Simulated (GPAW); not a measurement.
GPAW run on MgS (F-43m, 2 atoms in the cell): self-consistent single point

Computed with LDA (Perdew-Wang 92), GPAW PAW datasets LDA (gpaw-data 1.0.1) (plane waves; GPAW).

This input was run:

```python
from ase import Atoms
from ase.units import GPa
from gpaw import GPAW

atoms = Atoms(['Mg', 'S'],
              cell=[[0.000000, 2.847286, 2.847286],
                    [2.847286, 0.000000, 2.847286],
                    [2.847286, 2.847286, 0.000000]],
              scaled_positions=[[0.000000, 0.000000, 0.000000],
                                [0.750000, 0.750000, 0.750000]],
              pbc=True)

calc = GPAW(mode={'name': 'pw', 'ecut': 850},
            xc='LDA',
            kpts=(5, 5, 5),
            occupations={'name': 'fermi-dirac', 'width': 0.0},
            nbands=-4,
            convergence={'density': 1e-05, 'energy': 1e-05, 'bands': -2},
            symmetry={'symmorphic': False, 'tolerance': 0.0005},
            maxiter=120,
            txt='-')

atoms.calc = calc

energy = atoms.get_potential_energy()
print('Energy (eV):', round(energy, 6))
forces = atoms.get_forces()
print('Forces (eV/Ang):')
print(forces.round(5))
stress = atoms.get_stress()
print('Stress (GPa, Voigt):', (stress / GPa).round(4))
```

The program printed (abridged):

```
Input parameters:
  convergence: {bands: -2,
                density: 1e-05,
                energy: 1e-05}
  kpts: [5 5 5]
  maxiter: 120
  mode: {ecut: 850,
         name: pw}
  nbands: -4
  occupations: {name: fermi-dirac,
                width: 0.0}
  symmetry: {symmorphic: False,
             tolerance: 0.0005}

species:
  Mg:
    name: Magnesium
    Z: 12.0
    valence: 10
    core: 2
    charge: 0.0
    file: Mg.LDA.gz

    # Using partial waves for Mg as LCAO basis

  S:
    name: Sulfur
    Z: 16.0
    valence: 6
    core: 10
    charge: 0.0
    file: S.LDA.gz

    # Using partial waves for S as LCAO basis

Reference energy: -16251.813960  # eV

Spin-paired calculation

Convergence criteria:
 Maximum [total energy] change in last 3 cyles: 1e-05 eV / valence electron
 Maximum integral of absolute [dens]ity change: 1e-05 electrons / valence electron
 Maximum integral of absolute [eigenst]ate change: 4e-08 eV^2 / valence electron
 Maximum number of scf [iter]ations: 120

Symmetries present (total): 24
Symmetries with fractional translations: 0
125 k-points: 5 x 5 x 5 Monkhorst-Pack grid
10 k-points in the irreducible part of the Brillouin zone
       k-points in crystal coordinates                weights
   0:     0.00000000    0.00000000    0.00000000          1/125
   1:     0.20000000    0.20000000    0.00000000          6/125
   2:     0.20000000    0.20000000    0.20000000          8/125
   [... 7 lines left out ...]

Wave functions: Plane wave expansion
  Cutoff energy: 850.000 eV
  Number of coefficients (min, max): 2584, 2637
  Pulay-stress correction: 0.000000 eV/Ang^3 (de/decut=0.000000)

Occupation numbers: # Zero width

Eigensolver

Densities:
  Coarse grid: 28*28*28 grid
  Fine grid: 56*56*56 grid
  Total Charge: 0.000000

Density mixing:
  Method: separate
  Backend: pulay
  Linear mixing parameter: 0.05
  old densities: 5
  Damping of long wavelength oscillations: 50

Hamiltonian:
  XC and Coulomb potentials evaluated on a 56*56*56 grid
  External potential:
    NoExternalPotential

Number of atoms: 2
Number of atomic orbitals: 12
Number of bands in calculation: 12
Number of valence electrons: 16
Bands to converge: 10

Density initialized from atomic densities
  12 bands from LCAO basis set

Atomic positions and initial magnetic moments

Positions:
   0 Mg     0.000000    0.000000    0.000000    ( 0.0000,  0.0000,  0.0000)
   1 S      4.270929    4.270929    4.270929    ( 0.0000,  0.0000,  0.0000)

Unit cell:
           periodic     x           y           z      points  spacing
  1. axis:    yes    0.000000    2.847286    2.847286    28     0.1174
  2. axis:    yes    2.847286    0.000000    2.847286    28     0.1174
  3. axis:    yes    2.847286    2.847286    0.000000    28     0.1174

  Lengths:   4.026670   4.026670   4.026670
  Angles:   60.000000  60.000000  60.000000

Effective grid spacing dv^(1/3) = 0.1281

     iter     time        total  log10-change:
                         energy   eigst   dens
iter:   1 --:--:--    -9.870883   +0.68
iter:   2 --:--:--    -9.794372   -0.14  -1.08
iter:   3 --:--:--    -9.445522   -0.60  -1.12
iter:   4 --:--:--    -9.436428   -1.29  -1.45
iter:   5 --:--:--    -9.462000   -1.81  -1.53
iter:   6 --:--:--    -9.431339   -2.15  -1.77
iter:   7 --:--:--    -9.431415   -3.00  -2.94
iter:   8 --:--:--    -9.431307c  -4.01  -3.02
iter:   9 --:--:--    -9.431293c  -4.39  -3.17
iter:  10 --:--:--    -9.431293c  -5.09  -3.20
iter:  11 --:--:--    -9.431274c  -5.98  -3.20
iter:  12 --:--:--    -9.431259c  -5.99  -3.36
iter:  13 --:--:--    -9.431258c  -6.84  -3.83
iter:  14 --:--:--    -9.431258c  -7.86c -4.12
iter:  15 --:--:--    -9.431258c  -7.22  -4.13
iter:  16 --:--:--    -9.431258c  -7.75c -4.46
iter:  17 --:--:--    -9.431258c  -7.31  -4.42
iter:  18 --:--:--    -9.431258c  -7.87c -4.35
iter:  19 --:--:--    -9.431258c  -8.05c -4.88
iter:  20 --:--:--    -9.431258c  -8.19c -4.73
iter:  21 --:--:--    -9.431258c  -9.35c -4.96
iter:  22 --:--:--    -9.431258c -10.48c -5.20c

Converged after 22 iterations.

Dipole moment: (2.589635, 2.589635, 2.589635) |e|*Ang

Energy contributions relative to reference atoms: (reference = -16251.813960)

Kinetic:         +5.481649
Potential:       -5.208132
External:        +0.000000
XC:              -9.719031
Entropy (-ST):   +0.000000
Local:           +0.014256
SIC:             +0.000000
--------------------------
Free energy:     -9.431258
Extrapolated:    -9.431258

Showing only first 2 kpts
 Kpt  Band  Eigenvalues  Occupancy
  0     6      1.44157    2.00000
  0     7      1.44157    2.00000
  0     8      4.53798    0.00000
  0     9      9.14038    0.00000

  1     6      1.03349    2.00000
  1     7      1.03349    2.00000
  1     8      6.19541    0.00000
  1     9      8.01770    0.00000

Fermi level: 2.98977

Gap: 3.096 eV
Transition (v -> c):
  (s=0, k=0, n=7, [0.00, 0.00, 0.00]) -> (s=0, k=0, n=8, [0.00, 0.00, 0.00])
No difference between direct/indirect transitions
Energy (eV): -9.431258

Forces in eV/Ang:
  0 Mg   -0.00000   -0.00000   -0.00000
  1 S     0.00000   -0.00000   -0.00000

Stress tensor:
     0.018298    -0.000000    -0.000000
    -0.000000     0.018298     0.000000
    -0.000000     0.000000     0.018298
Stress (GPa, Voigt): [ 2.9317  2.9317  2.9317  0.     -0.     -0.    ]
```

The run converged in 22 iterations. GPAW prints stress with tension positive.

The starting cell comes from a database of computed structures (which also holds hypothetical and non-ambient phases and stackings), without a prior relaxation at this level. Its lattice was rescaled by up to half a per cent.
